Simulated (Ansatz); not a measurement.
Results of LDA (PAW; Ansatz, a first-principles code) for Os (model structure, Im-3m, No. 229, 1 atom in the cell).

Settings: plane-wave cutoff 520 eV, 26×26×26 k mesh, Fermi–Dirac smearing 0.05 eV, no spin polarisation, scalar-relativistic PAW data made under PBE.

Cell (relaxed at this level):

```yaml
crystal:
  lattice:
    - [-1.52339, 1.52339, 1.52339]
    - [1.52339, -1.52339, 1.52339]
    - [1.52339, 1.52339, -1.52339]
  atoms:
    - { symbol: Os, position: [0.00000, 0.00000, 0.00000] }
```

Task: What does this level give for the bulk modulus?

Result: 
* **bulk modulus**: 401 GPa

Note: the run has no spin polarisation, so it can have missed a magnetic state; the bulk modulus is −V dP/dV from two relaxed cells at ±2 % in volume; the relaxation could raise the start's symmetry but not lower it, so the cell can be a saddle point.

Spin–orbit coupling is not included.

Static lattice: no zero-point or thermal effects.

A model structure was made by putting elements into a prototype or built by hand; it is no filed structure, need not be a known phase, and can be a saddle point held by its symmetry.
